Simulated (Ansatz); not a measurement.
SrScHO2 (model structure, started from the SrVO2H type, P4/mmm, No. 123, 5 atoms in the cell)

These are PBE0 in Ansatz (PAW) values and carry that method's errors.

Settings: plane-wave cutoff 460 eV, 6×6×6 k mesh, Fermi–Dirac smearing 0.01 eV, scalar-relativistic PAW data made under PBE.

Cell (relaxed with PBEsol):

ScSrHO₂ is taken in the tetragonal space group P4/mmm (No. 123), Pearson symbol tP5. Conventional cell: a = b = 4.087 Å, c = 3.817 Å, α = β = γ = 90.00°. Sr on 1d is coordinated by 8 O at 2.796 Å and 4 H at 2.890 Å (cuboctahedral). Sc on 1a is coordinated by 2 H at 1.909 Å and 4 O at 2.044 Å (octahedral). O on 2f has 2 Sc at 2.044 Å and 4 Sr at 2.796 Å (octahedral). H on 1b is surrounded by 2 Sc at 1.909 Å and 4 Sr at 2.890 Å (octahedral). (Neighbours: up to the widest gap in distance over summed covalent radii, below 1.35, at either atom; cation-cation and far metal-metal contacts left out.)

For SrScHO2 (model structure, started from the SrVO2H type, P4/mmm, No. 123, 5 atoms in the cell), the band gap is 4.44 eV (on the SCF k mesh) and the smallest direct gap on the k points sampled is 4.92 eV. The direct gap at Γ is 6.69 eV.

Note: the relaxation could raise the start's symmetry but not lower it, so the cell can be a saddle point; cell and atoms aren't relaxed at this level (pressure 1.7 GPa).

Spin–orbit coupling is not included.

The result took roughly 3 core-minutes.

A model structure was made by putting elements into a prototype or built by hand; it is no filed structure, need not be a known phase, and can be a saddle point held by its symmetry.

Ansatz is a quantum-chemistry and plane-wave program.
